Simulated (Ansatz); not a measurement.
A relaxation of the atoms of LaBi (I4mm, 2 atoms in the cell) with Ansatz (a program for electronic structure).

Method of the run: LDA (PW92), default PAW files made with PBE (plane waves; Ansatz).

The change in words: one atom moved by 0.15 angstrom; relax: default → atoms; relax.f_tol: default → 0.02 eV/Å. Reference geometry:
```yaml
crystal:
  lattice:
    - [0.00000, 3.34826, 3.34826]
    - [3.34826, 0.00000, 3.34826]
    - [3.34826, 3.34826, 0.00000]
  atoms:
    - { symbol: La, position: [0.50000, 0.50000, 0.50000] }
    - { symbol: Bi, position: [0.00000, 0.00000, 0.00000] }
```

Reference input (self-consistent single point, DFT, LDA (PW92), plane waves, default PAW files made with PBE): basis.ecutwfc = 420 eV; kpoints.mp_grid.grid = 9 9 9; hamiltonian.xc = lda; hamiltonian.pseudopotentials = {kind: paw} (the program's default PAW files); scf.occupations.method = gaussian; scf.occupations.width = 0.1 eV. This run's input differs from it in these lines:

```diff
@@ -7,3 +7,3 @@
   atoms:
-    - { symbol: La, position: [0.500000, 0.500000, 0.500000] }
+    - { symbol: La, position: [0.522400, 0.522400, 0.477600] }
     - { symbol: Bi, position: [0.000000, 0.000000, 0.000000] }
@@ -18,2 +18,4 @@
   occupations: { method: gaussian, width: 0.1 }
+relax:
+  f_tol: 0.02
 output:
```

Output (repeated stretches shortened):

```
   [... SCF lines of the steps left out ...]
relax step   1: F+E_penalty+E_count = -18164.04259286 eV  Δ(F+E_penalty+E_count) = +0.000e0 eV  max|allowed force component| = 4.157e-1 eV/Å  Δτ_max = 0.0000 Å  (6 SCF iters, dr2 threshold 1.00e-5 eV, accepted)
relax step   2: F+E_penalty+E_count = -18164.07230100 eV  Δ(F+E_penalty+E_count) = -2.971e-2 eV  max|allowed force component| = 3.491e-2 eV/Å  Δτ_max = 0.0683 Å  (4 SCF iters, dr2 threshold 1.08e-5 eV, accepted)
relax step   3: F+E_penalty+E_count = -18164.07253751 eV  Δ(F+E_penalty+E_count) = -2.365e-4 eV  max|allowed force component| = 2.148e-3 eV/Å  Δτ_max = 0.0063 Å  (5 SCF iters, accepted)
the relaxation is at rest under the 8 symmetry operations that the run kept from its start: a minimum is not shown …
Stability not checked: this state was not tested for a lower state beside it, because too few of the mixer's solves of this state at the end of the SCF gave a …
Free energy (F): -18164.072538 eV
Internal energy: -18164.071344 eV  (E = F + TS)
E sigma→0 (E₀):  -18164.071941 eV
Entropy (-TS):   -0.001193 eV (-0.597 meV/atom)
Fermi energy:    9.233006 eV
--- Forces (eV/Å), atoms counted from 1 ---
  atom   1  La     0.00000000     0.00000000    -0.00213821
   [... lines left out ...]
--- Relaxed structure (3 steps of the walk, 3 accepted, 0 SCFs on fresh bases) ---
  F+E_penalty+E_count = -18164.07253751 eV   max|allowed force component| = 2.148e-3 eV/Å
  atoms:
    - { symbol: La, position: [0.5112627514509769, 0.5112627514509769, 0.488737248549023] }
    - { symbol: Bi, position: [0.011137248549023022, 0.011137248549023022, -0.011137248549023022] }
```

The run converged.  The full log also holds: “iter 5 did not close the SCF: its close was put off for the readings that it lacked (scf_convergence_deferred on its scf_iter line)”.

Summary of the result:
* **Free energy E − TS (on the zero of these files)**: -18164.0725 eV
* **Fermi level (on the code's own zero)**: 9.23 eV
* **Pressure**: -4.12 GPa
* **Largest force (vector length)**: 0.002 eV/Å
* **Relaxation steps**: 3

The starting cell comes from a database of computed structures (which also holds hypothetical and non-ambient phases and stackings), without a prior relaxation at this level. Its lattice was rescaled by up to half a per cent. For this run, on top of that: one atom moved by 0.15 angstrom. The relaxation keeps the symmetry of its start, so its end need not be a minimum. Ansatz's pressure includes its estimate of the finite-basis (Pulay) stress.

Cost on one core of a shared machine: roughly 40 s.

Keys are those of Ansatz 0.2.
